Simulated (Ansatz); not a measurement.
# Response to strain in W

Take W in the bcc (W type) structure (space group Im-3m, No. 229; a = 3.1542 Å; relaxed with 0.1 eV smearing) as the base. Axes: x, y, z lie along the cube axes.

Strains are applied to the cell and any free atomic positions relax.

Calculations: PBEsol in Ansatz (plane waves to 420 eV, PAW, spin-orbit coupling left out).

Candidates:
(a) uniaxial strain ε_zz = −1.50 %
(b) uniaxial strain ε_zz = +3.00 %
(c) uniaxial strain ε_zz = −2.00 %
(d) uniaxial strain ε_zz = −2.50 %
(e) uniaxial strain ε_zz = −0.50 %

Notes on the quantities. energy relative to the base: free energy F.

Order them by energy relative to the base, lowest first.

(e) uniaxial strain ε_zz = −0.50 % (+0.7 meV/atom), (a) uniaxial strain ε_zz = −1.50 % (+6.2 meV/atom), (c) uniaxial strain ε_zz = −2.00 % (+11 meV/atom), (d) uniaxial strain ε_zz = −2.50 % (+18 meV/atom), (b) uniaxial strain ε_zz = +3.00 % (+22 meV/atom)

No phonon test of stability was made. All final runs are without spin polarisation.

Ansatz is a quantum-chemistry and plane-wave program.
